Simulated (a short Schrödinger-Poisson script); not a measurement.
System: symmetric double-gate stack, SiO2 on p-type GaAs, at 77 K.

| layer | material | thickness (nm) | Na (cm⁻³) |
|---|---|---|---|
| 1 | SiO2 | 3.7 | - |
| 2 | GaAs | 2 | 4e17 |
| 3 | SiO2 | 3.7 | - |

Constants are typed, rounded textbook-type inputs, not results; the design itself was drawn at random and stands for no fabricated device. SiO2: permittivity 3.9, conduction-band edge (eV) 3.17, gap (eV) 9, electron mass (mₑ) 0.5. GaAs: permittivity 12.9, conduction-band edge (eV) 0, gap (eV) 1.424, Nv at 300 K (cm⁻³) 9e18.

Channel valleys (confinement mass, in-plane density-of-states mass, number): Γ 0.067, 0.067, 1. At the gates, both at one voltage, the conduction-band edge of layer 1 lies 3.33 eV − eVg above the Fermi level of the channel. Gaps are held at their typed values at every temperature. Mesh 0.03 nm at interfaces.

Solved with a short Schrödinger-Poisson script written for these runs: 1D Poisson equation in equilibrium, electrons quantum, Hartree (BenDaniel-Duke, 12 states a valley, the channel's in-plane mass for all, wave functions free to enter the dielectric), parabolic valleys, classical holes, full ionisation, no traps, pinning or gate leakage.

The same stack at other levels of the model or other numerical settings:

| run | sheet density of all electrons at Vg = 2.4 V (cm⁻²) | sheet density of all electrons at Vg = 0.6 V (cm⁻²) | capacitance of both gates at Vg = 2.4 V (μF/cm²) | rough cost against the base |
|---|---|---|---|---|
| base | 1.51e13 | 5.78e11 | 1.29 | about 1 |
| electrons treated as classical, Boltzmann | … | … | … | 0.1 |
| electrons treated as classical, Fermi-Dirac | 1.45e13 | 2.01e12 | 1.21 | 0.3 |
| electrons treated as quantum, Hartree plus LDA exchange-correlation | 1.55e13 | 7.12e11 | 1.30 | 2 |
| mesh six times as coarse | 1.49e13 | 3.55e11 | 1.29 | 0.4 |
| one subband a valley | 1.51e13 | 5.78e11 | 1.29 | 0.5 |

### Question
Complete the blanks.

### Answer

- electrons treated as classical, Boltzmann, sheet density of all electrons at Vg = 2.4 V (cm⁻²): 2.52e13
- electrons treated as classical, Boltzmann, sheet density of all electrons at Vg = 0.6 V (cm⁻²): 4.49e12
- electrons treated as classical, Boltzmann, capacitance of both gates at Vg = 2.4 V (μF/cm²): 1.85

The classical rows ignore confinement, and Boltzmann statistics overrate the density once the band edge passes the Fermi level.

Above a few 1e12 electrons/cm² a light Γ valley is non-parabolic and upper valleys begin to fill, which the model leaves out.
